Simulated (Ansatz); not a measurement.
# Carrier properties of VCu3S4 (P-43m)

Given:

```
CELL_PARAMETERS angstrom
      5.31736     0.00000     0.00000
      0.00000     5.31736     0.00000
      0.00000     0.00000     5.31736
ATOMIC_POSITIONS crystal
  V  0.00000 0.00000 0.00000
  Cu 0.00000 0.50000 0.00000
  Cu 0.50000 0.00000 0.00000
  Cu 0.00000 0.00000 0.50000
  S  0.76096 0.23904 0.76096
  S  0.23904 0.23904 0.23904
  S  0.23904 0.76096 0.76096
  S  0.76096 0.76096 0.23904
```

Method: r2SCAN, rigid bands (plane waves, PAW, scalar-relativistic; Ansatz, a first-principles code). Condition of this run: functional r2SCAN on the same cell. Cell: cell and atoms relaxed with PBEsol.

```yaml
band_gap: 1.22 eV
electron conductivity mass (300 K, dilute): 2.1 mₑ
effective density of states N_c (300 K): 2.2e20 cm⁻³
density_of_states_mass_electrons: 4.2 mₑ
Seebeck coefficient, n-type 1e19 cm⁻³, 300 K: -474 μV/K
best n-type power factor at 300 K for τ = 10 fs (best axis; densities from 1e16 to 1e21 cm⁻³ tried, whether or not they can be reached): 14.3 μW/(cm·K²) at 3e20 cm⁻³
```

Rigid bands; masses and Seebeck coefficients take one relaxation time τ for all states and one kind of carrier; polarons and phonon drag are left out. Spin-orbit coupling is left out. Geometry: cell and atoms relaxed with PBEsol.

Formula and space group known from diffraction (Crystallography Open Database), not checked to be the room-temperature form: VCu3S4 (P-43m). Treated as nonmagnetic, magnetic states not searched for: VCu3S4 (P-43m).
